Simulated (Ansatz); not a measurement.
Start from HfO₂ in the fluorite structure (space group Fm-3m, No. 225; a = 5.0438 Å).

Calculations: Kohn–Sham DFT with the PBEsol functional, run in Ansatz (a first-principles code) with PAW and 420 eV plane waves, no spin-orbit coupling.

One change was made to it. Results:

```json
[
 {"quantity": "band gap", "base": "3.69 eV", "after": "3.67 eV"},
 {"quantity": "shortest interatomic distance", "base": "218.4 pm", "after": "219.0 pm"},
 {"quantity": "density", "base": "10.90 g/cm³", "after": "10.81 g/cm³"},
 {"quantity": "gap character", "base": "direct at X", "after": "direct at X"}
]
```

Task: Which of these changes matches the shifts?
A. pressure −1 GPa
B. pressure 9 GPa
C. pressure −2 GPa
D. pressure 15 GPa

Result: C, pressure −2 GPa. For comparison, the density in the other runs: pressure 15 GPa gives 11.47 g/cm³; pressure 9 GPa gives 11.25 g/cm³; pressure −1 GPa gives 10.85 g/cm³.

With Hf present, leaving out spin-orbit coupling can change the band edges. Load acts through the strain it causes; cell and atoms are relaxed under it. No phonon test of stability was made. No other phases were tried under pressure. This is not the structure that HfO2 has at room temperature and ambient pressure.
